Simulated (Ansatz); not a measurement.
ZrSi2, pressure series

The reference is ZrSi$_{2}$ (space group Cmcm, No. 63).

```xyz
6
Lattice="1.8523 -7.3976 0.0000 1.8523 7.3976 0.0000 0.0000 0.0000 3.6790" Properties=species:S:1:pos:R:3 pbc="T T T"
Si     1.8523    -6.6114     2.7593
Si     1.8523     6.6114     0.9198
Si     1.8523     3.7020     2.7593
Si     1.8523    -3.7020     0.9198
Zr     1.8523    -1.5592     2.7593
Zr     1.8523     1.5592     0.9198
```

Cell and atoms are relaxed at each pressure.

The values are results of PBE (Ansatz, a quantum-chemistry and plane-wave program; PAW; 420 eV plane waves; spin-orbit coupling left out), earlier PAW set, not measurements.

```json
[
 {"P (GPa)": "-2.00", "V (Å³/atom)": "17.087"},
 {"P (GPa)": "-1.00", "V (Å³/atom)": "16.942"},
 {"P (GPa)": "0.90", "V (Å³/atom)": "16.684"},
 {"P (GPa)": "2.10", "V (Å³/atom)": "16.530"},
 {"P (GPa)": "4.50", "V (Å³/atom)": "16.243"},
 {"P (GPa)": "9.00", "V (Å³/atom)": "15.761"},
 {"P (GPa)": "15.00", "V (Å³/atom)": "15.211"},
 {"P (GPa)": "22.51", "V (Å³/atom)": "14.631"},
 {"P (GPa)": "30.01", "V (Å³/atom)": "14.138"}
]
```

Fit a third-order Birch–Murnaghan equation of state.

Least squares on P(V) = (3B₀/2)[(V₀/V)^(7/3) − (V₀/V)^(5/3)]·[1 + (3/4)(B₀′ − 4)((V₀/V)^(2/3) − 1)] gives V₀ = 16.80 Å³/atom, B₀ = 124 GPa and B₀′ = 3.9.

Load acts through the strain it causes; cell and atoms are relaxed under it. No phonon test of stability was made. Competing high-pressure phases were not computed. The final runs are not spin-polarised.
